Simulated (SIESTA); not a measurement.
Band structure of CuCl (F-43m, 2 atoms in the cell).

```
CELL_PARAMETERS angstrom
      0.00000     2.70500     2.70500
      2.70500     0.00000     2.70500
      2.70500     2.70500     0.00000
ATOMIC_POSITIONS crystal
  Cu 0.00000 0.00000 0.00000
  Cl 0.25000 0.25000 0.25000
```

Method: GGA PBE, numerical atomic orbitals DZP, PseudoDojo PBE standard norm-conserving potentials (rewritten from UPF to PSML) (SIESTA 5.4.2).

Settings: XC.functional = GGA; XC.authors = PBE; potentials = PseudoDojo PBE standard; PAO.BasisSize = DZP; PAO.EnergyShift = 0.005 Ry; MeshCutoff = 400 Ry; kgrid.MonkhorstPack = 9 9 9; OccupationFunction = FD; ElectronicTemperature = 50 meV; MaxSCFIterations = 150; SCF.Mixer.Method = Pulay; SCF.Mixer.Weight = 0.25; SCF.Mixer.History = 6; SCF.DM.Tolerance = 1.0E-04.

The starting cell has typed, rounded lattice constants, without a prior relaxation at this level. Values carry the incompleteness of an atom-centred basis.

Predict the gap along the standard path and the places of the band edges.

The gap along the path is 1.18 eV, direct at Γ to within 0.01 eV.

Levels in eV from the top of the valence band on the path, bands 10 to 14:
| point | 10 | 11 | 12 | 13 | 14 |
|---|---|---|---|---|---|
| Γ | -1.52 | 0.00 | 0.00 | 0.00 | 1.18 |
| X | -1.33 | -1.33 | -1.13 | -1.13 | 3.68 |
| W | -1.60 | -1.33 | -1.15 | -0.80 | 5.16 |
| K | -1.44 | -1.34 | -1.04 | -0.90 | 4.57 |
| L | -1.44 | -1.39 | -0.58 | -0.58 | 3.52 |
| U | -1.44 | -1.34 | -1.04 | -0.90 | 4.57 |

Higher empty bands are left out: an atom-centred basis made for the valence describes them poorly.
